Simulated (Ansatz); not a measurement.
A calculation on L1₀ (CuAu-type) CuAu returned lattice constant a 2.996 Å, lattice parameter c 3.591 Å, equilibrium volume per atom 16.11 Å³/atom, bulk modulus 108 GPa.

For reference: lattice constant a 2.8 Å (measured, temperature not stated, no zero-point or thermal correction; as tabulated in Nepal et al. (2019), arXiv:1905.09348); lattice parameter c 3.67 Å (measured, temperature not stated, not corrected to a static lattice; as tabulated in Mehl et al. (2016), arXiv:1607.02532).

**Question.** Which level of theory produced these numbers?
(A) PBE-D4 (Ansatz, a quantum-chemistry and plane-wave program)
(B) PBEsol (Ansatz)
(C) PBE+SOC (Ansatz)
(D) BLYP (Ansatz)

**Answer.** D, BLYP (Ansatz)

The others give: PBEsol 2.810 Å, 3.599 Å, 14.21 Å³/atom, 171 GPa; PBE+SOC 2.845 Å, 3.684 Å, 14.91 Å³/atom, 144 GPa; PBE-D4 2.827 Å, 3.617 Å, 14.46 Å³/atom, 159 GPa.

Unless a cell is named, each level is at its own relaxed cell (BLYP 16.11, PBE+SOC 14.91, PBE-D4 14.46, PBEsol 14.21 Å³/atom).

Caveats: the cell is over a tenth larger than the published one: the level's own overestimate first of all, though another phase or state, or a fault of the published cell, is possible (BLYP). Ansatz's density-functional and Hartree–Fock values are scalar-relativistic unless marked +SOC, with PAW data made under PBE.
